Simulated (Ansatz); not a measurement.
Consider Mg in the hcp (Mg type) structure (space group P6_3/mmc, No. 194; relaxed with 0.1 eV smearing).

```yaml
crystal:
  lattice:
    - [3.17512, 0.00000, 0.00000]
    - [-1.58756, 2.74974, 0.00000]
    - [0.00000, 0.00000, 5.16281]
  atoms:
    - { symbol: Mg, position: [0.33333, 0.66667, 0.75000] }
    - { symbol: Mg, position: [0.66667, 0.33333, 0.25000] }
```

Cartesian axes are those of the cell as printed.

Level of theory: Ansatz (a quantum-chemistry and plane-wave program), PBEsol, PAW, cutoff 420 eV, no SOC.

For the base:

| Item | Value |
|---|---|
| Shortest interatomic distance | 3.166 Å |

Now apply this change: tensor shear ε_xz = −3.10 % (engineering shear γ = -0.0620); the atoms relax in the strained cell.

Task: Estimate the effect on the shortest interatomic distance, energy relative to the base and stress.

Result: The shortest interatomic distance falls by 0.074 Å (3.166 Å → 3.092 Å); the energy goes up by 4.9 meV/atom; the stress (xx, yy, zz, yz, xz, xy; compression positive) amounts to (0.0, 0.1, 0.2, 0.0, 1.1, 0.0) GPa.

Whether these cells are dynamically stable was not tested.
